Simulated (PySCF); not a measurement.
PySCF 2.14.0, B3LYP/def2-tzvp, df: 1,2,4-triazole (c1nc[nH]n1), 8 atoms. The geometry is a generated start, not checked to be a minimum at this level.

```json
{
 "task": "energy",
 "method": "b3lyp",
 "basis": "def2-tzvp",
 "two_electron_scheme": "density fitting",
 "mol.max_memory": "3000 MB",
 "mf.max_cycle": "100",
 "mf.init_guess": "minao (default)",
 "mf.DIIS": "CDIIS (default)",
 "mf.conv_tol": "1e-09 (default)",
 "mf.grids.level": "3 (default)",
 "basis_functions": "173",
 "grid_points": "99368"
}
```

```xyz
8

C      1.2394    -0.0393    -0.0169
N      0.5292     1.1081     0.0288
C     -0.7136     0.6988     0.0323
N     -0.7495    -0.6469    -0.0116
N      0.5009    -1.1213    -0.0439
H      2.3096    -0.0579    -0.0317
H     -1.5766     1.3314     0.0646
H     -1.5394    -1.2730    -0.0217
```

One run each on 2 threads, 1 BLAS thread. Values of diis_space tried: 3, 5, 8 (default), 12, 20.

### Question
Which value of diis_space needs the fewest Fock builds, and what happens away from it?

### Answer
Fewest Fock builds, within one of each other: 5 with 13, 8 (default) with 13, 12 with 13, 20 with 13. The count rises to 26 at 3. All converge to one solution.

| diis_space | Fock builds | end |
|---|---|---|
| 3 | 26 | same solution |
| 5 | 13 | same solution |
| 8 (default) | 13 | same solution |
| 12 | 13 | same solution |
| 20 | 13 | same solution |
